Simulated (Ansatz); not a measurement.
**Au, response to strain**

Consider Au in the fcc (Cu type) structure (space group Fm-3m, No. 225; relaxed with 0.1 eV smearing).

```xyz
1
Lattice="0.0000 2.0623 2.0623 2.0623 0.0000 2.0623 2.0623 2.0623 0.0000" Properties=species:S:1:pos:R:3 pbc="T T T"
Au     0.0000     0.0000     0.0000
```

Cartesian axes are those of the cell as printed.

Strains are applied to the cell and any free atomic positions relax; under biaxial strain the out-of-plane vector relaxes too.

All numbers come from Ansatz (a quantum-chemistry and plane-wave program) r2SCAN, no spin-orbit coupling.

Notes on the quantities. energy relative to the base: free energy F; in-plane stress: mean in-plane stress (compression positive).

```json
[
 {"case": "base", "energy relative to the base": "0 meV/atom", "ratio −ε⊥/ε∥": "–", "in-plane stress": "–"},
 {"case": "biaxial strain +0.50 %, plane normal [001], relaxed out of plane", "energy relative to the base": "+0.1 meV/atom", "ratio −ε⊥/ε∥": "–", "in-plane stress": "…"},
 {"case": "biaxial strain +1.00 %, plane normal [001], relaxed out of plane", "energy relative to the base": "…", "ratio −ε⊥/ε∥": "1.79", "in-plane stress": "-0.4 GPa"},
 {"case": "biaxial strain +1.50 %, plane normal [001], relaxed out of plane", "energy relative to the base": "+0.9 meV/atom", "ratio −ε⊥/ε∥": "1.78", "in-plane stress": "-0.6 GPa"},
 {"case": "biaxial strain +2.00 %, plane normal [001], relaxed out of plane", "energy relative to the base": "+1.6 meV/atom", "ratio −ε⊥/ε∥": "1.76", "in-plane stress": "-0.7 GPa"},
 {"case": "biaxial strain +2.50 %, plane normal [001], relaxed out of plane", "energy relative to the base": "+2.5 meV/atom", "ratio −ε⊥/ε∥": "1.76", "in-plane stress": "-0.9 GPa"},
 {"case": "biaxial strain +3.00 %, plane normal [001], relaxed out of plane", "energy relative to the base": "+3.5 meV/atom", "ratio −ε⊥/ε∥": "1.75", "in-plane stress": "-0.9 GPa"}
]
```

### Question
Some entries are withheld; estimate them.

### Answer

- biaxial strain +0.50 %, plane normal [001], relaxed out of plane, in-plane stress: -0.2 GPa
- biaxial strain +1.00 %, plane normal [001], relaxed out of plane, energy relative to the base: +0.4 meV/atom

Whether these cells are dynamically stable was not tested.
